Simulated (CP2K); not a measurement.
Band structure of SiO2 (P4_2/mnm, 6 atoms in the cell).

```yaml
crystal:
  lattice:
    - [4.29286, 0.00000, 0.00000]
    - [0.00000, 4.29286, 0.00000]
    - [0.00000, 0.00000, 2.73147]
  atoms:
    - { symbol: Si, position: [0.50000, 0.50000, 0.50000] }
    - { symbol: Si, position: [0.00000, 0.00000, 0.00000] }
    - { symbol: O, position: [0.69316, 0.69316, 0.00000] }
    - { symbol: O, position: [0.30684, 0.30684, 0.00000] }
    - { symbol: O, position: [0.80684, 0.19316, 0.50000] }
    - { symbol: O, position: [0.19316, 0.80684, 0.50000] }
```

Computed with PBE, GPW, DZVP-MOLOPT-SR-GTH basis, GTH-PBE potentials (GTH_POTENTIALS) in CP2K.

Settings: CUTOFF = 450 Ry; REL_CUTOFF = 60 Ry; KPOINTS/SCHEME = MONKHORST-PACK 8 8 12; GAMMA_CENTERED = T; XC_FUNCTIONAL = PBE; Si/BASIS_SET = DZVP-MOLOPT-SR-GTH; Si/POTENTIAL = GTH-PBE-q4; O/BASIS_SET = DZVP-MOLOPT-SR-GTH; O/POTENTIAL = GTH-PBE-q6; METHOD = GPW; EPS_DEFAULT = 1e-10; EXTRAPOLATION = USE_GUESS; NGRIDS = 4; SCF_GUESS = ATOMIC.

The starting cell comes from a database of computed structures (which also holds hypothetical and non-ambient phases and stackings), without a prior relaxation at this level. Its lattice was rescaled by a random factor within 2.5 % of one. Values carry the incompleteness of an atom-centred basis.

Question: Predict the gap along the standard path and the places of the band edges.

Answer: The gap along the path is 4.24 eV, direct at Γ to within 0.01 eV.

Levels in eV from the top of the valence band on the SCF mesh, bands 13 to 17:
| point | 13 | 14 | 15 | 16 | 17 |
|---|---|---|---|---|---|
| Γ | -2.53 | -0.83 | -0.83 | 0.00 | 4.24 |
| X | -2.63 | -2.63 | -0.99 | -0.99 | 6.66 |
| M | -2.46 | -2.46 | -2.05 | -2.05 | 6.42 |
| Z | -2.66 | -2.66 | -2.44 | -2.44 | 8.00 |
| R | -2.18 | -2.18 | -1.52 | -1.52 | 7.85 |
| A | -1.66 | -1.66 | -1.35 | -1.35 | 6.19 |

Higher empty bands are left out: an atom-centred basis made for the valence describes them poorly.
